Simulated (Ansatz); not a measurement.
Input and output of a self-consistent single point for ScF3 (P1, 4 atoms in the cell) (Ansatz, an electronic-structure program).

Level of theory: LDA (PW92), default PAW files made with PBE (plane waves; Ansatz).

The change in words: 1 x 1 x 1 supercell, one F atom moved by 0.02 angstrom along z; scf.occupations.method: fixed → fermi_dirac; scf.occupations.width: default → 0.05 eV. Reference geometry:
```xyz
4
Lattice="2.8654 1.6543 2.3381 -2.8654 1.6543 2.3381 0.0000 -3.3087 2.3381" Properties=species:S:1:pos:R:3 pbc="T T T"
Sc     0.0000     0.0000     0.0000
F      1.4272    -2.4719     3.5072
F      1.4272     2.4719     3.5072
F     -2.8544     0.0000     3.5072
```

Reference input (self-consistent single point, DFT, LDA (PW92), plane waves, default PAW files made with PBE): basis.ecutwfc = 420 eV; kpoints.mp_grid.grid = 6 6 6; hamiltonian.xc = lda; hamiltonian.pseudopotentials = {kind: paw} (the program's default PAW files); scf.occupations.method = fixed. This run's input differs from it in these lines:

Ansatz 0.2 input:
```diff
@@ -9,3 +9,3 @@
     - { symbol: F, position_ang: [1.427175, 2.471939, 3.507210] }
-    - { symbol: F, position_ang: [-2.854351, -0.000001, 3.507210] }
+    - { symbol: F, position_ang: [-2.854351, -0.000001, 3.527208] }
 basis:
@@ -21,3 +21,4 @@
   occupations:
-    method: fixed
+    method: fermi_dirac
+    width: 0.05
 output:
```

Output, abridged:

```
SCF iter   1: F=—  HF=-4477.775836 eV  |F-HF|=—  |Δ(HF+E_count)|=         —  Δρ=1.78e-2  dr2=1.53e-1  ethr=1.77e-3  ⟨swp⟩=5.3  Hψ=9845  notcnv=0
all-band conjugate gradients solve this SCF's bands
preconditioner: auto → Resta (q_TF=auto, 2.415 Å⁻¹)
SCF iter   2: F=—  HF=-4477.737496 eV  |F-HF|=—  |Δ(HF+E_count)|=   3.83e-2  Δρ=6.00e-3  dr2=9.90e-3  ethr=4.78e-4  ⟨swp⟩=2.0  Hψ=4585  notcnv=0
   [... lines left out ...]
SCF iter   5: F=—  HF=-4477.734218 eV  |F-HF|=—  |Δ(HF+E_count)|=   1.30e-6  Δρ=4.01e-5  dr2=1.41e-6  ethr=1.58e-7  ⟨swp⟩=2.0  Hψ=3346  notcnv=0
SCF iter   6: F=—  HF=-4477.734220 eV  |F-HF|=—  |Δ(HF+E_count)|=   1.89e-6  Δρ=2.06e-5  dr2=2.46e-7  ethr=3.13e-10  ⟨swp⟩=5.6  Hψ=9621  notcnv=0
SCF iter   7: F=—  HF=-4477.734220 eV  |F-HF|=—  |Δ(HF+E_count)|=   1.53e-7  Δρ=1.58e-5  dr2=1.05e-7  ethr=3.13e-10  ⟨swp⟩=5.2  Hψ=9238  notcnv=0
SCF iter   8: F=-4477.734220 eV  HF=-4477.734220 eV  |F-HF|=1.22e-8  |Δ(HF+E_count)|=   5.15e-9  Δρ=2.94e-6  dr2=4.72e-9  ethr=3.13e-10  ⟨swp⟩=4.0  Hψ=7189  notcnv=0
SCF 1 converged in 8 iterations: F = -4477.734220 eV  dr2 = 4.72e-9
Free energy (F): -4477.734220 eV
Internal energy: -4477.734220 eV  (E = F + TS)
E sigma→0 (E₀):  -4477.734220 eV
Fermi energy:    2.219475 eV
--- Forces (eV/Å), atoms counted from 1 ---
  atom   1  Sc    -0.00002833    -0.04851324     0.04683419
  atom   2  F      0.02344307    -0.02301978     0.01813807
  atom   3  F     -0.00694881     0.00550666     0.01810119
  atom   4  F     -0.01646600     0.06602674    -0.08307373
--- Stress (GPa, compression-positive) ---
       -5.517393      -0.000235       0.001744
       -0.000235      -5.506356      -0.008697
        0.001744      -0.008697      -5.483312
  P = ⅓ Tr σ = -5.5024 GPa (-55.024 kbar)
  The stress holds the Pulay correction. Without it, at fixed plane waves, as pw.x and ABINIT print it: P = -6.2320 GPa
```

The run converged in 8 iterations. Against the reference run the free energy stays essentially unchanged (within 1 meV/atom), the pressure moves little (-5.51 to -5.50 GPa), the largest force goes from 0.016 to 0.107 eV/Å and the gap on the mesh stays at 6.065 eV.

The starting cell comes from a database of computed structures (which also holds hypothetical and non-ambient phases and stackings), without a prior relaxation at this level. Its lattice was rescaled by up to half a per cent. For this run, on top of that: 1 x 1 x 1 supercell, one F atom moved by 0.02 angstrom along z. With a pressure of about -6 GPa the cell is away from its equilibrium volume at this level. Ansatz's pressure includes its estimate of the finite-basis (Pulay) stress. Without the estimate this run gives -6.23 GPa.
